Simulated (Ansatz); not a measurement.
Given:

```
CELL_PARAMETERS angstrom
      4.06875     0.00000     0.00000
      2.03437     3.52364     0.00000
      2.03437    -1.17455     3.39078
ATOMIC_POSITIONS crystal
  In 0.99759 0.00121 0.00362
  P  0.50241 0.24879 0.74638
```

No spin polarisation.

The values are results of LDA in Ansatz (plane waves to 420 eV, PAW, without spin-orbit coupling), not measurements. Γ-centred 10×10×10 mesh, Fermi–Dirac width 0.05 eV.

### Question
Predict the pressure, band gap and electron mass.

### Answer
* **Pressure (mean of the normal stresses, compression positive)**: 1.27 GPa
* **Band gap**: 0.61 eV
* **Electron mass**: 0.052 mₑ (at Γ)

The cells carry an imposed strain or load. Masses are band curvatures over ±0.01 Å⁻¹ around the edge. Whether these cells are dynamically stable was not tested. The cell was made from InP in the zinc blende structure (space group F-43m, No. 216) by this change: biaxial strain −1.25 %, plane normal [111], relaxed out of plane.

Ansatz is a quantum-chemistry and plane-wave program.
